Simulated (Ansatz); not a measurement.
# Cs₃AuS in the anti-perovskite structure (space group Pm-3m, No. 221; a hypothetical phase, not in the database extracts checked)

```yaml
crystal:
  lattice:
    - [6.67748, 0.00000, 0.00000]
    - [0.00000, 6.67748, 0.00000]
    - [0.00000, 0.00000, 6.67748]
  atoms:
    - { symbol: Cs, position: [0.00000, 0.50000, 0.50000] }
    - { symbol: Cs, position: [0.50000, 0.00000, 0.50000] }
    - { symbol: Cs, position: [0.50000, 0.50000, 0.00000] }
    - { symbol: Au, position: [0.00000, 0.00000, 0.00000] }
    - { symbol: S, position: [0.50000, 0.50000, 0.50000] }
```

Computed with plane-wave PAW DFT at the PBE level (Ansatz, an electronic-structure program, 420 eV), without spin-orbit coupling. Settings: 5×5×5 k-points, 0.05 eV Fermi–Dirac smearing.

| Quantity | Result |
|---|---|
| Volume per atom | 59.55 Å³ |
| Density | 3.50 g/cm³ |
| Band gap | 1.14 eV, indirect, Γ → X |
| Electron mass | 0.34 mₑ along k, 0.56 mₑ across |
| Lowest conduction-band minima above the VBM | X along ⟨100⟩ 1.14 eV; a point along ⟨110⟩, about 0.4 Å⁻¹ from Γ 1.66 eV; a point along ⟨111⟩, about 0.4 Å⁻¹ from Γ 1.72 eV |
| Total energy | -6213.362 eV/atom (σ→0; compares only within this code and set-up) |

Spin-orbit coupling, missing from the scalar runs, can matter with Au. Masses are band curvatures over ±0.01 Å⁻¹ around the edge. Along k means along the line from Γ to the band edge. Whether these cells are dynamically stable was not tested.
